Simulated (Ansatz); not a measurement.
RuAl: stress against strain

RuAl (CsCl type, Pm-3m, 12.895 Å³/atom at rest) under an equal strain ε in the (111) plane with the normal axis free, as in a coherent film. LDA in Ansatz, a plane-wave DFT program (PAW, default set), 420 eV, 19×19×19 Γ-centred mesh, Fermi-Dirac smearing 0.10 eV; ions are relaxed within the symmetry of each cell. Stress is positive for a compressed cell.

Here s stands for strain and y for stress xx.

| strain (%) | stress xx (GPa) |
|---|---|
| -2.50 | ? |
| -1.25 | 6.02 |
| -0.83 | 3.95 |
| -0.42 | 1.97 |
| 0.00 | 0.00 |
| 0.42 | -1.92 |
| 0.83 | -3.75 |
| 1.25 | -5.57 |

Task: Fit y against s with a straight line, and predict the withheld value at s = -2.50.

Result: Means: s 0, y 0.100. About the means, the sum of products is -22.512 and the sum of squares of s is 4.8556; the slope is their ratio. Least squares gives y = 0.100 - 4.6364·s. Residuals (row less fit): 0.124, 0.002, -0.077, -0.100, -0.073, -0.002, 0.126; standard error 0.102 (degrees of freedom: 5). The slope gives the biaxial elastic modulus of this plane = 464 ± 5 GPa. At the withheld row, y = 0.100 - 4.6364 × (-2.50) = 11.691 GPa. The calculation gives 12.41 GPa, 0.719 GPa above the prediction (4.0 % of the range of y in the table). The row lies outside the fitted rows, so this is an extrapolation. From the scatter of the fitted rows alone, a prediction at this place has a standard error of 0.160 GPa, so the miss is 4.5 times that.

One order more, fitted to all 13 runs of the series, follows each within 0.02, so the miss is the next term of a smooth law. In a metal these values are sensitive to mesh and smearing; energies are taken to zero smearing, stresses follow the free energy. Rows are the converged runs of the series near zero and its far end; series whose fitted rows scatter by over a few per cent of the range, as at a crossing or softening among them, aren't shown in this form. Most that stay on the fit to the last digits aren't either.
